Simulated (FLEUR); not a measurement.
Worked example: self-consistent single point of InPd (Pm-3m, 2 atoms in the cell) in FLEUR.

Method: FLEUR with PBE, all-electron FLAPW (FLEUR), scalar-relativistic valence.

The change in words: lattice scaled by 0.98. Reference geometry:
```
CELL_PARAMETERS angstrom
      3.29806     0.00000     0.00000
      0.00000     3.29806     0.00000
      0.00000     0.00000     3.29806
ATOMIC_POSITIONS crystal
  In 0.00000 0.00000 0.00000
  Pd 0.50000 0.50000 0.50000
```

Reference input (self-consistent single point, DFT, PBE, all-electron FLAPW (FLEUR), scalar-relativistic valence): Kmax = 4 1/bohr; GmaxXC = 12 1/bohr; xcFunctional = pbe; jspins = 1; l_soc = F; mode = gauss; fermiSmearingEnergy = 0.00734986 Htr; mesh (inpgen div1-3) = 13 13 13; inpgen gamma flag = false; Gmax = 12 1/bohr; numbands = 0; maxIterBroyd = 99. This run's input differs from it in these lines:

```diff
@@ -3,5 +3,5 @@
 &input film=f /
-6.2324206940 0.0000000000 0.0000000000
-0.0000000000 6.2324206940 0.0000000000
-0.0000000000 0.0000000000 6.2324206940
+6.1077724690 0.0000000000 0.0000000000
+0.0000000000 6.1077724690 0.0000000000
+0.0000000000 0.0000000000 6.1077724690
 1.0
@@ -43,5 +43,5 @@
          <bravaisMatrix>
-            <row-1>    6.2324206940000000     0.0000000000000000     0.0000000000000000</row-1>
-            <row-2>    0.0000000000000000     6.2324206940000000     0.0000000000000000</row-2>
-            <row-3>    0.0000000000000000     0.0000000000000000     6.2324206940000000</row-3>
+            <row-1>    6.1077724690000004     0.0000000000000000     0.0000000000000000</row-1>
+            <row-2>    0.0000000000000000     6.1077724690000004     0.0000000000000000</row-2>
+            <row-3>    0.0000000000000000     0.0000000000000000     6.1077724690000004</row-3>
          </bravaisMatrix>
```

The program printed (abridged):

```
 Iteration:     1   Distance:       6.90161686 me/bohr^3
 Iteration:     2   Distance:       6.17110615 me/bohr^3
 Iteration:     3   Distance:       3.02800251 me/bohr^3
 Iteration:     4   Distance:       1.62787778 me/bohr^3
 Iteration:     5   Distance:       0.65000416 me/bohr^3
   [... 7 lines left out ...]
 Iteration:    13   Distance:       0.00013361 me/bohr^3
 Iteration:    14   Distance:       0.00001399 me/bohr^3
 Iteration:    15   Distance:       0.00001253 me/bohr^3
 Iteration:    16   Distance:       0.00000058 me/bohr^3
 Run finished successfully
 Stop message:
   Structural relaxation: Done

[file out, last iteration]
             iter=     17
[...]
          total density-effective poten   -1.7998043159E+04
          total charge density-energy d   -3.0436873267E+02
 Updated energy parameters for spin:           1
[...]
 fermi energy and band-weighting factors:

[...]
FERMIE:
          first approx. to ef    (T=0)  :   0.408653 htr   (energy of the highest occ. eigenvalue)
          number of occ. states  (T=0)  :       1212
          first approx. to seigv (T=0)  :  -6.543101 htr
          sum of weights of occ. states :  14.517979
          sum of semicore charge        :   0.000000 e
          fermi energy=   0.40771 har   work function= -11.09425 ev
          number of valence electrons=  29.00001
     band-weighting factor for spin=    1
   [... lines left out ...]
          total moment                 =     0.00000
 Direct bandgap for spin            1 :    1.7592173428941482E-002  Htr
 ---->    free energy=                    -10930.3879981283 htr
   [... lines left out ...]
      extrapolation for T->0
 ---->    total electron energy=          -10930.3879981283 htr
 ***** TOTAL FORCES ON ATOMS *****
 TOTAL FORCE FOR ATOM TYPE=  1  X=  0.000   Y=  0.000   Z=  0.000
                       FX_TOT= 0.000000 FY_TOT= 0.000000 FZ_TOT= 0.000000
 TOTAL FORCE FOR ATOM TYPE=  2  X=  3.054   Y=  3.054   Z=  3.054
                       FX_TOT= 0.000000 FY_TOT= 0.000000 FZ_TOT= 0.000000
 Structural relaxation: Done
```

The run converged in 16 iterations. FLEUR gives forces in its relaxation mode, with a further iteration, so its stop message speaks of a relaxation. Against the reference run the total energy goes up by 31.2 meV/atom.

The starting cell comes from a database of computed structures (which also holds hypothetical and non-ambient phases and stackings), without a prior relaxation at this level. Its lattice was rescaled by a random factor within 2.5 % of one. For this run, on top of that: lattice scaled by 0.98. Spin polarisation is off. Values depend on the basis (sphere radii, cutoffs, local orbitals), which need not be converged. The log's line on a gap gives a spacing of levels on this mesh, which the program prints for metals too.

Cost on one core of a shared machine: roughly 2 min.
